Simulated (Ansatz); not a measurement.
Rock-salt PrN, treated with PBEsol (Ansatz, a first-principles code, plane waves, PAW).

Excerpt of the program's output:

```
WARN where this run starts from atoms, the 4f shell of Pr (site 0, from 0) starts with a moment of 2.02 μB, by Hund's first rule and in the place of the 2.00 …
Crystal: 2 atoms, lattice volume = 28.819 Å³
Basis set: ecut = 520 eV, 749 PW (Γ), exchange–correlation on 54×54×54 points (8 copies of the dense FFT grid, shifted against one another)
Bands: 18, of which v1, the nominal top of the filled ones, is band 9 counted from 1 (8 counted from 0)
Symmetry: 48 space group operations
Space group: Fm-3m (ITA 225), of the structure as read, at distance tolerance 3.1e-5 Å
k-points: 195 of 5832
Initial density: superposition of atomic densities (chi_scale 0.1, normalization cell, long waves kept (reshape's long-wave potential 0.00 eV rms))
Functional: x = pbesol(κ = 0.804, μ = 0.12345679012345678), c = pbesol(β = 0.046)
SCF 1 converged in 17 iterations: F = -7222.977113 eV  dr2 = 3.21e-12
SCF converged after 17 iterations
Magnetization: 1.6906 μB (9.8453 up, 8.1547 down)
Free energy (F): -7222.977113 eV
Internal energy: -7222.920730 eV  (E = F + TS)
E sigma→0 (E₀):  -7222.948922 eV
Fermi energy:    16.486537 eV
--- Stress (GPa, compression-positive) ---
       10.465796       0.000000      -0.000000
       -0.000000      10.465796       0.000000
       -0.000000       0.000000      10.465796
  P = ⅓ Tr σ = 10.4658 GPa (104.658 kbar)
```

Question: Write an input file that produces this run.

Answer: One answer among several that fit: 
Ansatz 0.2 input:
```yaml
crystal:
  lattice:
    - [0.0, 2.4334250409, 2.4334250409]
    - [2.4334250409, 0.0, 2.4334250409]
    - [2.4334250409, 2.4334250409, 0.0]
  atoms:
    - { symbol: Pr, position: [0.0, 0.0, 0.0], spin: 2.0 }
    - { symbol: N, position: [0.5, 0.5, 0.5], spin: 0.0 }
basis:
  ecutwfc: 520
  ecutrho_ratio: 4
  xc_grid: 2
kpoints:
  mp_grid: { grid: [18, 18, 18] }
hamiltonian:
  xc: pbesol
  dispersion: none
  pseudopotentials: { kind: paw }
scf:
  occupations: { method: fermi_dirac, width: 0.05 }
  convergence: { dr2_threshold: 0.0000000002 }
output:
  forces: true
  stress: true
  eigenvalues: true
magnetization:
  spin_polarized: true
```

The cell is one volume of an energy–volume scan, off the minimum.

The PAW data were made under PBE.

The run is spin-polarised with parallel starting moments, which need not be the measured order.

Note: the magnetic order was assumed, not searched for or taken from measurement. Note: the 4f shell is treated without U or exact exchange, so its levels and filling can be wrong. Note: the volume lies 16 % below that of the published cell.
